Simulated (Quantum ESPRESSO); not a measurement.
Worked example: self-consistent single point of MoS2 (P1, 6 atoms in the cell) in Quantum ESPRESSO.

Method: PBEsol, PseudoDojo standard norm-conserving (PBESOL) pseudopotentials (plane waves; Quantum ESPRESSO).

```
MoS2
1.0
    3.18543     0.00000     0.00000
   -1.59272     2.75866     0.00000
    0.00000     0.00000    13.17839
Mo S
2 4
Direct
  0.00326   0.00244   0.25072
  0.00293   0.99844   0.74778
  0.32478   0.66588   0.36722
  0.66227   0.34144   0.63465
  0.66420   0.32552   0.86650
  0.34257   0.66629   0.13313
```

Reference input (self-consistent single point, DFT, PBEsol, plane waves, PseudoDojo standard norm-conserving (PBESOL) pseudopotentials): ecutwfc = 80 Ry; occupations = fixed; potentials = {Mo: Mo.upf, S: S.upf}; K_POINTS = automatic 6 6 2 0 0 0; nbnd = 32; conv_thr = 1e-10 Ry; mixing_beta = 0.3. This run's input differs from it in these lines:

```diff
@@ -32,3 +32,3 @@
 K_POINTS automatic
-6 6 2  0 0 0
+5 5 1  0 0 0
 CELL_PARAMETERS alat
```

The program printed (abridged):

```
     Self-consistent Calculation

     iteration #  1     ecut=    80.00 Ry     beta= 0.30

     total energy              =    -369.45531897 Ry
     estimated scf accuracy    <       0.85983333 Ry

     iteration #  2     ecut=    80.00 Ry     beta= 0.30

     total energy              =    -369.61508856 Ry
     estimated scf accuracy    <       0.42264365 Ry

     iteration #  3     ecut=    80.00 Ry     beta= 0.30

     total energy              =    -369.64602422 Ry
     estimated scf accuracy    <       0.04582415 Ry

   [... 12 blocks of this kind left out ...]

     iteration # 16     ecut=    80.00 Ry     beta= 0.30

     total energy              =    -369.65880656 Ry
     estimated scf accuracy    <          8.1E-10 Ry

     iteration # 17     ecut=    80.00 Ry     beta= 0.30
     End of self-consistent calculation

     highest occupied, lowest unoccupied level (ev):     9.6084   10.8119

!    total energy              =    -369.65880656 Ry
     estimated scf accuracy    <          6.7E-11 Ry

     convergence has been achieved in  17 iterations

     Forces acting on atoms (cartesian axes, Ry/au):

     atom    1 type  1   force =    -0.00381803   -0.00613016   -0.00899455
     atom    2 type  1   force =    -0.01922267    0.00529465    0.04627674
     atom    3 type  2   force =     0.01200995    0.00322820    0.00642117
     atom    4 type  2   force =     0.01594863   -0.01095399   -0.03740997
     atom    5 type  2   force =     0.00328552    0.00565847   -0.00887650
     atom    6 type  2   force =    -0.00820340    0.00290283    0.00258309

     Total force =     0.069612     Total SCF correction =     0.000025

          total   stress  (Ry/bohr**3)                   (kbar)     P=      -13.09
  -0.00020224   0.00001482   0.00003026          -29.75        2.18        4.45
   0.00001482  -0.00017739   0.00006200            2.18      -26.09        9.12
   0.00003026   0.00006200   0.00011268            4.45        9.12       16.58

   JOB DONE.
```

The run converged in 17 iterations. Against the reference run the free energy rises by 1.7 meV/atom, the pressure hardly changes (-1.37 to -1.31 GPa), the largest force hardly changes (1.288 to 1.296 eV/Å) and the gap on the mesh goes from 0.949 to 1.204 eV.

The starting cell comes from a database of computed structures (which also holds hypothetical and non-ambient phases and stackings), without a prior relaxation at this level. Its atoms were displaced at random from the sites of space group no. 194. Forces in this geometry exceed 1 eV/Å. Another mesh or the band path of this cell gives a smaller gap, so this value is not converged in the mesh.

Cost on one core of a shared machine: roughly 80 s.
